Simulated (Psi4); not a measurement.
Psi4 1.11, unrestricted PBE/def2-tzvp: K(F) anion ([F][K]), charge -1, multiplicity 2, 2 atoms. The geometry is a generated start, not checked to be a minimum at this level.

```yaml
task: energy
method: pbe
basis: def2-tzvp
memory: 3 GB
maxiter: 100
keys_of_the_molecule_block: symmetry c1
scf_type: df (default)
e_convergence: 1e-06 (default)
d_convergence: 1e-06 (default)
dft_radial_points: 75 (default)
dft_spherical_points: 302 (default)
basis_functions: 64
grid_points: 43455
```

```xyz
2

K     -0.5227    -0.4685    -0.7352
F      0.5227     0.4685     0.7352
```

Charge -1 and multiplicity 2 are set for this test and not shown to be the ground state.

With the defaults (diis = true, scf_initial_accelerator = adiis, damping_percentage = 0, soscf = false, soscf_start_convergence = 0.01, guess = auto, which took SAD, diis_max_vecs = 10, diis_start = 1) it converges in 10 SCF iterations. One run each on 2 threads, with these changes:
- scf_initial_accelerator = none
- guess = gwh
- soscf = true, soscf_start_convergence = 0.1
- diis_start = 4
- diis = false, scf_initial_accelerator = none, damping_percentage = 60
- damping_percentage = 20
- guess = sadno
- guess = modhuckel
- diis_max_vecs = 6

Question: Which of these changes keep the SCF from converging, or lead it to another solution?

Answer: No convergence: diis = false, scf_initial_accelerator = none, damping_percentage = 60 (the run ends without SCF convergence in 100 iterations). The rest reach the solution of the defaults.

```json
[
 {"setting": "soscf = true, soscf_start_convergence = 0.1", "SCF iterations": "8", "JK calls": "34", "end": "same solution"},
 {"setting": "the defaults", "SCF iterations": "10", "JK calls": "11", "end": "same solution"},
 {"setting": "diis_max_vecs = 6", "SCF iterations": "10", "JK calls": "11", "end": "same solution"},
 {"setting": "guess = modhuckel", "SCF iterations": "10", "JK calls": "23", "end": "same solution"},
 {"setting": "guess = sadno", "SCF iterations": "10", "JK calls": "10", "end": "same solution"},
 {"setting": "scf_initial_accelerator = none", "SCF iterations": "11", "JK calls": "12", "end": "same solution"},
 {"setting": "guess = gwh", "SCF iterations": "13", "JK calls": "13", "end": "same solution"},
 {"setting": "diis_start = 4", "SCF iterations": "16", "JK calls": "17", "end": "same solution"},
 {"setting": "damping_percentage = 20", "SCF iterations": "22", "JK calls": "23", "end": "same solution"},
 {"setting": "diis = false, scf_initial_accelerator = none, damping_percentage = 60", "SCF iterations": "100", "JK calls": "101", "end": "no convergence"}
]
```

An SOSCF iteration holds several JK calls; a Hückel guess adds calls on atoms. 1 further run of the study ended by our limits or in an error and is left out.
